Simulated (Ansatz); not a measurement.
An Ansatz (a first-principles code) run: Na; Kohn–Sham DFT with the PBE functional, run in Ansatz with PAW and 420 eV plane waves, no SOC.

Input:

Ansatz 0.2 input:
```yaml
crystal:
  lattice:
    - [-2.0974421658, 2.0974421658, 2.0974421658]
    - [2.0974421658, -2.0974421658, 2.0974421658]
    - [2.0974421658, 2.0974421658, -2.0974421658]
  atoms:
    - { symbol: Na, position: [0, 0, 0] }
basis: { ecutwfc: 420, ecutrho_ratio: 4, xc_grid: 2, fft_grid_basis: typed }
kpoints: { mp_grid: { grid: [16, 16, 16] } }
hamiltonian:
  xc: pbe
  dispersion: none
  pseudopotentials: { kind: paw }
scf: { occupations: { method: fermi_dirac, width: 0.05 }, convergence: { dr2_threshold: 0.0000000001 } }
output: { forces: true, stress: true }
checkpoint: { write: state.ck, write_every: 1000 }
```

Output:

```
WARN ansatz: RAYON_NUM_THREADS=1 ignored (pool sized by the plan → 1); use --threads N
Pseudopotentials: kind: paw
Pseudopotential: Na, paw, valence charge 9
Functional definition: PBE
Crystal: 1 atoms, lattice volume = 36.909 Å³
Basis set: ecut = 420 eV, 683 PW (Γ), exchange–correlation on 50×50×50 points (8 copies of the dense FFT grid, shifted against one another)
Bands: 9, of which v1, the nominal top of the filled ones, is band 5 counted from 1 (4 counted from 0)
Symmetry: 48 space group operations
Space group: Im-3m (ITA 229), of the structure as read, at distance tolerance 3.3e-5 Å
k-points: 145 of 4096
Initial density: superposition of atomic densities (neutral atoms: chi_scale 0, normalization atom), corrected by the library's trained network
Initial wavefunctions: pseudopotential atomic-orbital guess
Eigensolver: davidson
Functional: x = pbe(κ = 0.804, μ = 0.2195149727645171), c = pbe(β = 0.06672455060314922)
SCF iter   1: F=—  HF=-1486.418606 eV  |F-HF|=—  |Δ(HF+E_count)|=         —  Δρ=4.75e-4  dr2=4.17e-5  ethr=1.77e-3  ⟨swp⟩=5.1  Hψ=8528  notcnv=0
all-band conjugate gradients solve this SCF's bands
preconditioner: auto → Kerker (q_TF=auto, 2.156 Å⁻¹)
SCF iter   2: F=—  HF=-1486.418484 eV  |F-HF|=—  |Δ(HF+E_count)|=   1.22e-4  Δρ=1.54e-4  dr2=6.38e-6  ethr=4.64e-7  ⟨swp⟩=2.2  Hψ=3208  notcnv=0
SCF iter   3: F=—  HF=-1486.418503 eV  |F-HF|=—  |Δ(HF+E_count)|=   1.91e-5  Δρ=8.46e-5  dr2=2.65e-6  ethr=7.08e-8  ⟨swp⟩=2.4  Hψ=1786  notcnv=0
SCF iter   4: F=—  HF=-1486.418507 eV  |F-HF|=—  |Δ(HF+E_count)|=   4.21e-6  Δρ=3.02e-5  dr2=3.24e-7  ethr=2.94e-8  ⟨swp⟩=2.5  Hψ=1940  notcnv=0
SCF iter   5: F=—  HF=-1486.418508 eV  |F-HF|=—  |Δ(HF+E_count)|=   7.79e-7  Δρ=1.03e-5  dr2=1.99e-8  ethr=3.60e-9  ⟨swp⟩=2.0  Hψ=1788  notcnv=0
SCF iter   6: F=—  HF=-1486.418508 eV  |F-HF|=—  |Δ(HF+E_count)|=   9.63e-9  Δρ=2.17e-6  dr2=9.23e-10  ethr=2.21e-10  ⟨swp⟩=2.0  Hψ=1797  notcnv=0
SCF iter   7: F=-1486.418508 eV  HF=-1486.418508 eV  |F-HF|=6.82e-12  |Δ(HF+E_count)|=  1.12e-10  Δρ=1.01e-7  dr2=3.26e-12  ethr=1.11e-12  ⟨swp⟩=2.5  Hψ=4541  notcnv=0
SCF 1 converged in 7 iterations: F = -1486.418508 eV  dr2 = 3.26e-12
SCF converged after 7 iterations
Free energy (F): -1486.418508 eV
Harris-Foulkes:  -1486.418508 eV  (|F-HF|=6.82e-12)
Internal energy: -1486.414717 eV  (E = F + TS)
E sigma→0 (E₀):  -1486.416612 eV
Entropy (-TS):   -0.003791 eV (-3.791 meV/atom)
Fermi energy:    1.758998 eV
--- Per-component energies (eV) ---
  E_band       = -240.924655
  E_kinetic    = 120.172002
  E_local      = -1441.471815  (includes V_loc(G=0)·N_el)
  E_nonlocal   = 115.109912
  E_hartree    = 527.233703
  E_xc         = -38.358118
  E_vxc        = -49.285147  (∫ρ·V_xc dr)
  E_paw        = -263.163011  (= ΣΔE_a)
  E_vpaw       = -39.916997  (= ΣTr[D̂ρ^β])
  E_aug_tail   = -0.000031  (compensation charges beyond the density's cutoff)
  E_ewald      = -505.937358
  E_smearing   = -0.003791  (= −TS)
  E_closure    = 0.000000  (closes the sum)
  Σ components = -1486.418508   (vs F -1486.418508, Δ=0.00e0)
  [band-id]    e_kinetic+e_local+e_nonlocal+2·e_hartree+e_vxc+e_vpaw+e_augmentation_tail = -240.924670   (vs E_band -240.924655, Δ=-1.52e-5)
--- Forces (eV/Å), atoms counted from 1 ---
  atom   1  Na    -0.00000000     0.00000000    -0.00000000
  max |Σ_I F_I| component: 9.24e-33 eV/Å
--- Stress (GPa, compression-positive) ---
        0.009005       0.000000       0.000000
        0.000000       0.009005       0.000000
        0.000000      -0.000000       0.009005
  P = ⅓ Tr σ = 0.0090 GPa (0.090 kbar)
  The stress holds the Pulay correction. Without it, at fixed plane waves, as pw.x and ABINIT print it: P = 0.0073 GPa
  The stress includes an estimate of the error left by incomplete SCF convergence (largest component 0.0000 GPa).
--- Band table ---
  band table: none
```

No phonon test of stability was made. The cell is Na in the bcc (W type) structure (space group Im-3m, No. 229).
